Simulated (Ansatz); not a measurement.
**Response to strain in TiO2**

The reference is TiO₂ in the rutile structure (space group P4_2/mnm, No. 136).

Space group P4₂/mnm (No. 136); a = b = 4.5973 Å, c = 2.9543 Å, α = β = γ = 90.00°

```tsv
atom	site	symmetry	x	y	z
Ti	2a	m.mm	0.0000	0.0000	0.0000
O	4f	m.2m	0.3046	0.3046	0.0000
```

Strains are applied to the cell and any free atomic positions relax.

The values are results of Ansatz (a program for electronic structure) r2SCAN, scalar-relativistic without spin-orbit coupling, earlier PAW set, not measurements.

| isotropic strain (%) | band gap (eV) |
|---|---|
| -2.5 | 2.34 |
| -0.15 | ? |
| 0 | 2.22 |
| 0.96 | 2.19 |

**Question.** Fit E_g = E₀ + Dε (ε in %) to the rows shown and predict the withheld row.

**Answer.** Least squares on the printed values gives E₀ = 2.23 eV, D = -44.3 meV per % of strain (largest residual 0.01 eV); this predicts 2.23 eV, and the run gives 2.23 eV, in agreement.

Gaps are Kohn–Sham eigenvalue differences; semilocal functionals usually give less than the measured gap. No phonon test of stability was made. All final runs are without spin polarisation.
